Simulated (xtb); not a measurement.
xtb 6.7.1, GFN2-xTB: CSc1cccc(-c2c(F)c(F)c(-c3sccc3F)c(F)c2F)c1, 33 atoms. The geometry is a generated start, not checked to be a minimum at this level.

```
Item                                                                                                           Result
------------------------  -------------------------------------------------------------------------------------------
method                                                                                                       GFN2-xTB
--acc                                                                                                     1 (default)
--etemp (K)                                                                                             300 (default)
detailed input (--input)  none: ANC optimiser, Lindh (1995) Hessian, microcycle=20, maxdispl=1.0, hlow=0.01 (default)
basis functions                                                                                                   117
valence electrons                                                                                                 124
```

The structure is relaxed from this start with --opt LEVEL for the levels crude, sloppy, loose, lax, normal, tight, vtight, extreme, once each. Up to the end of the extreme run atoms move by at most 1.4 Å along an axis.

Q: Choose the cheapest level whose final energy lies within 1 meV of that of extreme.

A: normal: 45 cycles against 67, ending 0.23 meV above.

| level | cycles | energy above the extreme run (meV) | gradient norm (eV/Å) |
|---|---|---|---|
| crude | 4 | 91 | 0.19 |
| sloppy | 14 | 45 | 0.24 |
| loose | 27 | 12 | 0.14 |
| lax | 34 | 4.5 | 0.12 |
| normal | 45 | 0.23 | 0.012 |
| tight | 47 | 0.15 | 0.022 |
| vtight | 66 | under 0.01 | 0.0029 |
| extreme | 67 | — | 0.0014 |
